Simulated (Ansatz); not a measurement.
Level of theory: PBE (plane waves to 420 eV, PAW; Ansatz, a first-principles code).

Electrostatic potential energy of an electron, averaged over planes parallel to the surface, in eV from the Fermi level, for a constructed model of the (111) surface of fcc Au, (√3x√3)R30° layer of Sn, one a cell, on the site that continues the host's stacking (bottom of the slab: a bare face, its two planes held):

| z (Å) | V (eV) |
|---|---|
| 3.67 | 5.15 |
| 3.95 | 5.15 |
| 4.24 | 5.15 |
| 4.52 | 5.15 |
| 4.80 | 5.15 |
| 5.08 | 5.14 |
| 5.37 | 5.12 |
| 5.65 | 5.09 |
| 5.93 | 5.01 |
| 6.21 | 4.84 |
| 6.50 | 4.45 |
| 6.78 | 3.57 |
| 7.06 | 1.53 |
| 7.34 | -3.83 |
| 7.62 | -10.94 |
| 7.91 | -15.22 |
| 8.19 | -15.80 |
| 8.47 | -12.77 |
| 8.75 | -6.40 |
| 9.04 | -0.45 |
| 9.32 | 0.95 |
| 9.60 | -1.48 |
| 9.88 | -8.07 |
| 10.17 | -13.93 |
| 10.45 | -16.25 |
| 10.73 | -15.02 |
| 11.01 | -10.16 |
| 11.30 | -3.21 |
| 11.58 | 0.56 |
| 11.86 | 0.12 |
| 12.14 | -4.81 |
| 12.43 | -11.65 |
| 12.71 | -15.66 |
| 12.99 | -16.05 |
| 13.27 | -12.86 |
| 13.56 | -6.39 |
| 13.84 | -0.53 |
| 14.12 | 0.80 |
| 14.40 | -1.78 |
| 14.69 | -8.46 |
| 14.97 | -14.16 |
| 15.25 | -16.28 |
| 15.53 | -14.87 |
| 15.81 | -9.82 |
| 16.10 | -2.88 |
| 16.38 | 0.68 |
| 16.66 | 0.17 |
| 16.94 | -4.80 |
| 17.23 | -11.65 |
| 17.51 | -15.63 |
| 17.79 | -16.00 |
| 18.07 | -12.78 |
| 18.36 | -6.26 |
| 18.64 | -0.35 |
| 18.92 | 1.20 |
| 19.20 | -0.55 |
| 19.49 | -6.64 |
| 19.77 | -13.07 |
| 20.05 | -16.14 |
| 20.33 | -15.64 |
| 20.62 | -11.56 |
| 20.90 | -4.82 |
| 21.18 | -0.34 |
| 21.46 | 0.00 |
| 21.75 | 0.04 |
| 22.03 | 0.82 |
| 22.31 | 1.02 |
| 22.59 | 0.29 |
| 22.87 | 0.24 |
| 23.16 | 1.63 |
| 23.44 | 2.87 |
| 23.72 | 3.45 |
| 24.00 | 3.74 |
| 24.29 | 3.89 |
| 24.57 | 3.96 |
| 24.85 | 4.00 |
| 25.13 | 4.02 |
| 25.42 | 4.03 |
| 25.70 | 4.03 |
| 25.98 | 4.03 |
| 26.26 | 4.03 |
| 26.55 | 4.03 |

Set-up: 19 atoms, 14.3 Å thick at the start; mesh 9x9x1; 0.1 eV smearing; dipole correction on; 6 atoms held, the rest relaxed; start symmetry kept, larger cells not searched; no spin, no spin-orbit, no U. It is one candidate, not shown to be the stable structure of the face.

The surface cell has an area of 22.45 Å². What dipole along the normal does the step between the two vacuum levels imply?

the top vacuum level lies 1.12 eV below the bottom one; p = −ε₀ A ΔV (ε₀ = 0.005526 e/(V·Å)) gives 0.14 e·Å a cell.
